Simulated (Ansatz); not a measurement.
**A computed series for CaF2: pressure series**

Take CaF2 in the fluorite structure (space group Fm-3m, No. 225; a = 5.5110 Å) as the base.

Cell and atoms are relaxed at each pressure.

Level of theory: DFT with PBE, PAW potentials and a 420 eV plane-wave cutoff in Ansatz (a first-principles code), no SOC.

```
variant           band gap  lattice parameter a
----------------  --------  -------------------
base               7.14 eV              5.511 Å
pressure −2 GPa    6.98 eV              5.561 Å
pressure −1 GPa    7.07 eV              5.535 Å
pressure 0.3 GPa       [?]                  [?]
pressure 0.7 GPa   7.19 eV              5.495 Å
pressure 1.5 GPa   7.25 eV              5.477 Å
pressure 3 GPa     7.35 eV              5.446 Å
pressure 5 GPa     7.48 eV              5.408 Å
pressure 7.5 GPa   7.63 eV              5.365 Å
pressure 10 GPa    7.77 eV              5.326 Å
```

Q: Fill in the withheld entries from the trend.

A: 
- pressure 0.3 GPa, band gap: 7.16 eV
- pressure 0.3 GPa, lattice parameter a: 5.504 Å

Load acts through the strain it causes; cell and atoms are relaxed under it. Stability against distortions was not tested. Competing high-pressure phases were not computed. The base started in Pca2_1 and relaxed to Fm-3m at this level.
